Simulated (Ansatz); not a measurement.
C11b WSi₂ was calculated with rVV10 (plane waves, PAW; Ansatz, an electronic-structure program).

Settings: plane-wave cutoff 520 eV, 24×24×24 k mesh, Fermi–Dirac smearing 0.05 eV, no spin polarisation, scalar-relativistic PAW data made under PBE.

Cell (relaxed at this level):

```yaml
crystal:
  lattice:
    - [-1.62006, 1.62006, 3.94969]
    - [1.62006, -1.62006, 3.94969]
    - [1.62006, 1.62006, -3.94969]
  atoms:
    - { symbol: Si, position: [0.66565, 0.66565, 0.00000] }
    - { symbol: Si, position: [0.33435, 0.33435, 0.00000] }
    - { symbol: W, position: [0.00000, 0.00000, 0.00000] }
```

Task: What does this level give for the bulk modulus and pressure derivative B′ of the bulk modulus?

Result: 
* **bulk modulus**: 209 GPa
* **pressure derivative B′ of the bulk modulus**: 4.6

The run finds no gap.

Note: the bulk modulus comes from volumes at which shape and atoms were relaxed.

Spin–orbit coupling is not included.

Computed values are for the static lattice.

Cost on a shared machine: very roughly 30 core-minutes.
